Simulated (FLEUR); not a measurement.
FLEUR run on CaGa2 (P1, 3 atoms in the cell): self-consistent single point.

Method of the run: FLEUR with PBEsol, all-electron FLAPW (FLEUR), scalar-relativistic valence.

The change in words: atoms moved at random. Reference geometry:
```
CaGa2
1.0
    4.23886     0.00000     0.00000
   -2.11943     3.67096     0.00000
    0.00000     0.00000     4.41641
Ca Ga
1 2
Direct
  0.00000   0.00000   0.00000
  0.33333   0.66667   0.50000
  0.66667   0.33333   0.50000
```

Reference input (self-consistent single point, DFT, PBEsol, all-electron FLAPW (FLEUR), scalar-relativistic valence): Kmax = 3.8 1/bohr; GmaxXC = 13.3 1/bohr; xcFunctional = PBEs; jspins = 1; l_soc = F; mode = hist; fermiSmearingEnergy = 0.00367493 Htr; mesh (inpgen div1-3) = 7 7 6; inpgen gamma flag = true; Gmax = 13.3 1/bohr; numbands = 0; maxIterBroyd = 15. This run's input differs from it in these lines:

```diff
@@ -10,5 +10,5 @@
 3
-20 0.0000000000 0.0000000000 0.0000000000
-31 0.3333333333 0.6666666667 0.5000000000
-31 0.6666666667 0.3333333333 0.5000000000
+20 -0.0000540000 -0.0146110000 -0.0049020000
+31 0.3213780000 0.6823970000 0.5051050000
+31 0.6786760000 0.3322140000 0.4997970000
 
@@ -78,3 +78,3 @@
       <atomGroup species="Calcium (Ca)">
-         <relPos label="                   1">.0000000000 .0000000000 .0000000000</relPos>
+         <relPos label="                   1">-.0000540000 -.0146110000 -.0049020000</relPos>
          <force calculate="T" relaxXYZ="TTT"/>
@@ -82,4 +82,7 @@
       <atomGroup species="Gallium (Ga)">
-         <relPos label="                   2">1.000/3.000 -1.000/3.000 1.000/2.000</relPos>
-         <relPos label="                   3">-1.000/3.000 1.000/3.000 1.000/2.000</relPos>
+         <relPos label="                   2">.3213780000 -.3176030000 -.4948950000</relPos>
+         <force calculate="T" relaxXYZ="TTT"/>
+      </atomGroup>
+      <atomGroup species="Gallium (Ga)">
+         <relPos label="                   3">-.3213240000 .3322140000 .4997970000</relPos>
          <force calculate="T" relaxXYZ="TTT"/>
```

The program printed (abridged):

```
 Iteration:     1   Distance:       5.27691488 me/bohr^3
 Iteration:     2   Distance:       4.84549714 me/bohr^3
 Iteration:     3   Distance:       2.61013405 me/bohr^3
 Iteration:     4   Distance:       0.54780791 me/bohr^3
 Iteration:     5   Distance:       0.45766144 me/bohr^3
   [... 9 lines left out ...]
 Iteration:    15   Distance:       0.00003791 me/bohr^3
 Iteration:    16   Distance:       0.00003411 me/bohr^3
 Iteration:    17   Distance:       0.00001842 me/bohr^3
 Iteration:    18   Distance:       0.00000538 me/bohr^3
 Reset of history
 Run finished successfully
 Stop message:
   Structural relaxation: new displacements generated

[file out, last iteration]
             iter=     19
[...]
          total density-effective poten   -7.2717177393E+03
          total charge density-energy d   -1.8373567444E+02
 Updated energy parameters for spin:           1
[...]
 fermi energy and band-weighting factors:

[...]
FERMIE:
          first approx. to ef    (T=0)  :   0.204827 htr   (energy of the highest occ. eigenvalue)
          number of occ. states  (T=0)  :       2663
          first approx. to seigv (T=0)  : -12.164659 htr
          sum of weights of occ. states :  18.003401
          sum of semicore charge        :   0.000000 e
FERHIS:  Fermi-Energy by histogram:
          bandgap                     :   0.000001 htr
   [... lines left out ...]
          charge neutrality (T=0)     :   0.006803    (zero if the highest occ. eigenvalue is "entirely" occupied)
     EF_NEWTON:  Adjust Fermi-Energy by Newton-Method.
 Direct bandgap for spin            1 :    1.5001354636569819E-002  Htr
 ---->    free energy=                     -4564.9188206147 htr
   [... lines left out ...]
 TOTAL FORCE FOR ATOM TYPE=  1  X=  0.058   Y= -0.101   Z= -0.041
                       FX_TOT=-0.002401 FY_TOT= 0.003369 FZ_TOT= 0.001731
 TOTAL FORCE FOR ATOM TYPE=  2  X=  3.846   Y= -2.203   Z= -4.130
                       FX_TOT= 0.018419 FY_TOT=-0.007699 FZ_TOT=-0.001008
 TOTAL FORCE FOR ATOM TYPE=  3  X= -3.904   Y=  2.305   Z=  4.171
                       FX_TOT=-0.016010 FY_TOT= 0.004319 FZ_TOT=-0.000730
```

The run converged in 18 iterations. FLEUR gives forces in its relaxation mode, with a further iteration, so its stop message speaks of a relaxation. Against the reference run the free energy goes up by 28.5 meV/atom and the largest force goes from 0.000 to 1.028 eV/Å.

The starting cell comes from a database of computed structures (which also holds hypothetical and non-ambient phases and stackings), without a prior relaxation at this level. For this run, on top of that: atoms moved at random. Values depend on the basis (sphere radii, cutoffs, local orbitals), which need not be converged. Forces in this geometry exceed 1 eV/Å. The log's line on a gap gives a spacing of levels on this mesh, which the program prints for metals too.

Cost on one core of a shared machine: roughly 8 min.
